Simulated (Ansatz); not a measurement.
Levels about the gap of amorphous Si₃₀N₄₀Al (71 atoms in a cell of 829 Å³, 2.86 g/cm³; zone centre alone, so wide bands show as single levels with stretches between that a denser mesh fills), at the geometry that PBE relaxed, where it gives 0.0 GPa on a denser mesh. The participation number counts the atoms over which a state spreads; weights are charges in smoothed Voronoi cells. The levels come from a single point, so bond lengths are those of that geometry. Method of the levels: r2SCAN, scalar-relativistic without spin-orbit coupling (Ansatz, an electronic-structure program). Sampling: the zone centre alone; Fermi-Dirac width 0.01 eV; collinear spin, started from moments on atoms (at the end a net moment of 1.0 μB). The usual formal charges leave 3 electrons over, so the level spacing at the Fermi energy parts defect or band states and needn't be the band gap. In the spin-polarised cell the level spacing at the Fermi energy can part levels of unlike spin. At PBE the levels at both edges of the gap are localised (band-tail or defect states), and the nearest spread-out levels lie 3.2 eV apart at the zone centre.

It comes from a melt-quench run on a machine-learned potential (CHGNet), relaxed afterwards by DFT. N atoms were pushed apart under 1.9 Å during the dynamics, to hinder bonds among them. The hot cell started wider than the set density and was brought back towards it in steps. It is the lowest in DFT energy of 2 quenches. It is a model cell: composition and starting density were chosen by hand, and all elements were melted together. No dispersion term was used. Its density started from a set value of 2.98 and ended at 2.86 g/cm³. Cooling (nominally 380 K/ps over its main leg) ran many orders faster than in experiment, which tends to leave more defects and strain. Values belong to this one cell and scatter from quench to quench. The volume was free in the relaxation, at fixed shape. Stress components on the final sampling reach 4.4 GPa.

```json
[
 {"E - E(highest filled), eV": "-1.40", "filling": "filled", "spin": "up", "participation number": "16.2", "largest on": "N, 3 neighbours", "weight N": "0.91", "weight Si": "0.09", "weight Al": "0.00"},
 {"E - E(highest filled), eV": "-1.38", "filling": "filled", "spin": "dn", "participation number": "14.2", "largest on": "N, 3 neighbours", "weight N": "0.91", "weight Si": "0.09", "weight Al": "0.00"},
 {"E - E(highest filled), eV": "-1.30", "filling": "filled", "spin": "up", "participation number": "3.1", "largest on": "N, 2 neighbours", "weight N": "0.87", "weight Si": "0.13", "weight Al": "0.00"},
 {"E - E(highest filled), eV": "-1.30", "filling": "filled", "spin": "dn", "participation number": "3.2", "largest on": "N, 2 neighbours", "weight N": "0.87", "weight Si": "0.13", "weight Al": "0.00"},
 {"E - E(highest filled), eV": "-0.72", "filling": "filled", "spin": "up", "participation number": "9.4", "largest on": "N, 3 neighbours", "weight N": "0.63", "weight Si": "0.25", "weight Al": "0.13"},
 {"E - E(highest filled), eV": "-0.71", "filling": "filled", "spin": "dn", "participation number": "9.3", "largest on": "N, 3 neighbours", "weight N": "0.63", "weight Si": "0.25", "weight Al": "0.13"},
 {"E - E(highest filled), eV": "0.00", "filling": "filled", "spin": "up", "participation number": "4.4", "largest on": "Si, 3 neighbours", "weight N": "0.43", "weight Si": "0.57", "weight Al": "0.00"},
 {"E - E(highest filled), eV": "1.80", "filling": "empty", "spin": "dn", "participation number": "9.3", "largest on": "Si, 3 neighbours", "weight N": "0.42", "weight Si": "0.58", "weight Al": "0.00"},
 {"E - E(highest filled), eV": "2.04", "filling": "empty", "spin": "up", "participation number": "5.2", "largest on": "Si, 3 neighbours", "weight N": "0.41", "weight Si": "0.59", "weight Al": "0.00"},
 {"E - E(highest filled), eV": "2.32", "filling": "empty", "spin": "dn", "participation number": "13.7", "largest on": "Si, 3 neighbours", "weight N": "0.45", "weight Si": "0.55", "weight Al": "0.00"},
 {"E - E(highest filled), eV": "2.32", "filling": "empty", "spin": "up", "participation number": "29.6", "largest on": "Si, 3 neighbours", "weight N": "0.49", "weight Si": "0.50", "weight Al": "0.00"},
 {"E - E(highest filled), eV": "2.83", "filling": "empty", "spin": "dn", "participation number": "42.9", "largest on": "Si, 4 neighbours", "weight N": "0.44", "weight Si": "0.54", "weight Al": "0.02"},
 {"E - E(highest filled), eV": "2.83", "filling": "empty", "spin": "up", "participation number": "35.3", "largest on": "Si, 4 neighbours", "weight N": "0.44", "weight Si": "0.54", "weight Al": "0.02"},
 {"E - E(highest filled), eV": "2.87", "filling": "empty", "spin": "dn", "participation number": "16.2", "largest on": "Si, 3 neighbours", "weight N": "0.43", "weight Si": "0.57", "weight Al": "0.00"}
]
```

Most localised among these is the filled level at -1.30 eV, on a N atom, which has 2 neighbours (Si 1.65 Å, Si 1.66 Å).
